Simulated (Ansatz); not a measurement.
# B2CO (model structure, P-4m2, No. 115, 4 atoms in the cell): band gap by level of theory

No measured value is used here.

Task: Put these levels in order of the band gap that they give for B2CO (model structure, P-4m2, No. 115, 4 atoms in the cell), smallest first: G0W0@PBEsol (Ansatz, a quantum-chemistry and plane-wave program), HSE06 (Ansatz), LDA (Ansatz), r²SCAN (Ansatz).

Result: LDA (1.62 eV), r²SCAN (2.22 eV), HSE06 (2.94 eV), G0W0@PBEsol (3.44 eV)

Computed values are for a static lattice.  Values are at the PBEsol cell. Cutoffs and k meshes differ between the levels. Ansatz's density-functional and Hartree–Fock values are scalar-relativistic unless marked +SOC, with PAW data made under PBE.

A model structure was made by putting elements into a prototype or built by hand; it is no filed structure, need not be a known phase, and can be a saddle point held by its symmetry.
